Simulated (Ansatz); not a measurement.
Output of an Ansatz run (abridged):

```
WARN ansatz: RAYON_NUM_THREADS=1 ignored (pool sized by the plan → 1); use --threads N
Pseudopotentials: kind: paw
Pseudopotential: Rb, paw, valence charge 9
Pseudopotential: Br, paw, valence charge 7
Crystal: 2 atoms, lattice volume = 82.509 Å³
Basis set: ecut = 420.4159175005146 eV, 1639 PW (Γ), exchange–correlation on 72×72×72 points (8 copies of the dense FFT grid, shifted against one another)
Bands: 12, of which v1, the nominal top of the filled ones, is band 8 counted from 1 (7 counted from 0)
Symmetry: 48 space group operations
Space group: Fm-3m (ITA 225), of the structure as read, at distance tolerance 4.4e-5 Å
k-points: 16 of 216
Initial density: superposition of atomic densities (neutral atoms: chi_scale 0, normalization atom), corrected by the library's trained network
Initial wavefunctions: pseudopotential atomic-orbital guess
Eigensolver: davidson
Functional: x = pbe(κ = 0.804, μ = 0.2195149727645171), c = pbe(β = 0.06672455060314922)
SCF iter   1: F=—  HF=-6054.063204 eV  |F-HF|=—  |Δ(HF+E_count)|=         —  Δρ=2.31e-4  dr2=8.05e-5  ethr=1.77e-3  ⟨swp⟩=8.2  Hψ=1397  notcnv=0
all-band conjugate gradients solve this SCF's bands
preconditioner: auto → none
SCF iter   2: F=—  HF=-6054.063410 eV  |F-HF|=—  |Δ(HF+E_count)|=   2.05e-4  Δρ=7.76e-5  dr2=4.24e-6  ethr=5.03e-7  ⟨swp⟩=3.4  Hψ=616  notcnv=0
SCF iter   3: F=—  HF=-6054.063428 eV  |F-HF|=—  |Δ(HF+E_count)|=   1.87e-5  Δρ=2.84e-5  dr2=3.21e-7  ethr=2.65e-8  ⟨swp⟩=2.2  Hψ=301  notcnv=0
iter 4 did not close the SCF: its close was put off for the readings that it lacked (scf_convergence_deferred on its scf_iter line)
SCF iter   4: F=-6054.063432 eV  HF=-6054.063432 eV  |F-HF|=7.24e-8  |Δ(HF+E_count)|=   3.26e-6  Δρ=6.48e-6  dr2=5.96e-8  ethr=2.01e-9  ⟨swp⟩=2.0  Hψ=304  notcnv=0
iter 5 did not close the SCF: its close was put off for the readings that it lacked (scf_convergence_deferred on its scf_iter line)
SCF iter   5: F=-6054.063432 eV  HF=-6054.063432 eV  |F-HF|=4.57e-9  |Δ(HF+E_count)|=   9.64e-8  Δρ=8.71e-7  dr2=3.47e-10  ethr=3.73e-10  ⟨swp⟩=2.0  Hψ=304  notcnv=0
SCF iter   6: F=-6054.063432 eV  HF=-6054.063432 eV  |F-HF|=5.46e-12  |Δ(HF+E_count)|=   5.30e-9  Δρ=1.10e-7  dr2=8.50e-12  ethr=2.17e-12  ⟨swp⟩=1.4  Hψ=582  notcnv=0
SCF 1 converged in 6 iterations: F = -6054.063432 eV  dr2 = 8.50e-12
SCF converged after 6 iterations
Free energy (F): -6054.063432 eV
Harris-Foulkes:  -6054.063432 eV  (|F-HF|=5.46e-12)
Internal energy: -6054.063432 eV  (E = F + TS)
E sigma→0 (E₀):  -6054.063432 eV
Fermi energy:    3.221234 eV
--- Per-component energies (eV) ---
  E_band       = -110.037051
  E_kinetic    = 327.110759
  E_local      = -809.327948  (includes V_loc(G=0)·N_el)
  E_nonlocal   = 243.347585
  E_hartree    = 209.613849
  E_xc         = -396.219484
  E_vxc        = -241.893664  (∫ρ·V_xc dr)
  E_paw        = -4864.565805  (= ΣΔE_a)
  E_vpaw       = -48.501510  (= ΣTr[D̂ρ^β])
  E_aug_tail   = -0.000001  (compensation charges beyond the density's cutoff)
  E_ewald      = -764.022386
  E_smearing   = -0.000000  (= −TS)
  E_closure    = 0.000000  (closes the sum)
  Σ components = -6054.063432   (vs F -6054.063432, Δ=0.00e0)
--- Forces (eV/Å), atoms counted from 1 ---
  atom   1  Rb    -0.00000000     0.00000000     0.00000000
  atom   2  Br     0.00000000    -0.00000000     0.00000000
  max |Σ_I F_I| component: 2.33e-30 eV/Å
--- Stress (GPa, compression-positive) ---
        0.613456       0.000000       0.000000
        0.000000       0.613456       0.000000
       -0.000000       0.000000       0.613456
  P = ⅓ Tr σ = 0.6135 GPa (6.135 kbar)
  The stress holds the Pulay correction. Without it, at fixed plane waves, as pw.x and ABINIT print it: P = 0.6090 GPa
--- Band table (eV; the first three rows and the last of 16) ---
  k-point 0: bands = ["-23.4127", "-11.1001", "-7.4845", "-7.4845", "-7.4845", "1.0554", "1.0554", "1.0554", "5.3579", "8.3306", "8.3306", "8.3306"]
  k-point 1: bands = ["-23.4106", "-11.1095", "-7.4864", "-7.4864", "-7.4742", "0.7653", "0.9670", "0.9670", "5.9817", "8.1928", "8.6501", "8.6501"]
  k-point 2: bands = ["-23.4065", "-11.1281", "-7.4901", "-7.4901", "-7.4537", "0.3040", "0.8012", "0.8012", "7.2206", "8.3144", "9.5391", "9.5391"]
  k-point 15: bands = ["-23.4021", "-11.0686", "-7.6246", "-7.5747", "-7.4892", "0.6466", "0.6625", "0.7977", "7.3680", "8.8204", "8.9797", "9.9024"]
```

The structure:

```
CELL_PARAMETERS angstrom
      0.00000     3.45533     3.45533
      3.45533     0.00000     3.45533
      3.45533     3.45533     0.00000
ATOMIC_POSITIONS crystal
  Rb 0.00000 0.00000 0.00000
  Br 0.50000 0.50000 0.50000
```

Q: What input produced this log?

A: Other spellings and defaults could give the same log, and not every line can be read from it. The input that was run (DFT, PBE, plane waves, default PAW files):

Ansatz 0.2 input:
```yaml
# RbBr
crystal:
  lattice:
    - [0.00000000, 3.45533500, 3.45533500]
    - [3.45533500, 0.00000000, 3.45533500]
    - [3.45533500, 3.45533500, 0.00000000]
  atoms:
    - { symbol: Rb, position: [0.00000000, 0.00000000, 0.00000000] }
    - { symbol: Br, position: [0.50000000, 0.50000000, 0.50000000] }
basis:
  ecutwfc: 30.9 Ry
kpoints:
  mp_grid:
    grid: [6, 6, 6]
hamiltonian:
  xc: pbe
  pseudopotentials:
    kind: paw
scf:
  occupations:
    method: fermi_dirac
    width: 0.0015 Ry
output:
  forces: true
  eigenvalues: true
  stress: true
```

The starting cell has typed, rounded lattice constants, without a prior relaxation at this level. Its lattice was rescaled by up to half a per cent. Ansatz's pressure includes its estimate of the finite-basis (Pulay) stress.

Ansatz is an electronic-structure program.
